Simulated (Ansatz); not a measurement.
**O on the 1x1 (10-10) surface of wurtzite AlN (cut with top plane Al + N), one in a 1x1 cell, started at the site 'top N'**

Host crystal: wurtzite AlN, with a band gap (PBE, scalar-relativistic without spin-orbit coupling).

The numbers are results of PBE (plane waves to 420 eV, PAW; Ansatz, a program for electronic structure), not measurements.

Model: 17-atom slab, 8.9 Å thick at the start under the adsorbate (thin: gaps and levels are the slab's own), 6x4x1 mesh, Fermi-Dirac 0.01 eV, dipole correction, 8 atoms held, the rest relaxed; symmetry of the start imposed; spin-polarised, no spin-orbit, no U, no dispersion correction. The starting moment vanished. At the end it is bonded to Al + N. In PBE it is, or lies within 0.03 eV of, the lowest of the starts that converged.

| Quantity | Result |
|---|---|
| energy of the end state, in which the adsorbate paired with a surface N atom, against ½ O2(g) | -0.67 eV |
| gap of the slab on its k-mesh | 1.42 eV |
| highest filled level below the top vacuum level | 6.57 eV |
| change of the step from the bottom to the top vacuum level, against the clean slab | 2.29 eV |
| energy released by relaxation | 1.92 eV |
| height of the binding atom over the mean of the host atoms within 0.3 Å of the top one | 1.325 Å |
| magnetic moment of the cell | 0.00 μB |
| largest move of a host atom | 0.24 Å |
| note | in the relaxation the adsorbate left its starting site by 0.8 Å |
| cost | very roughly 8 core-minutes |

A negative adsorption energy means that the adsorbate is more stable on the surface than in its reference.
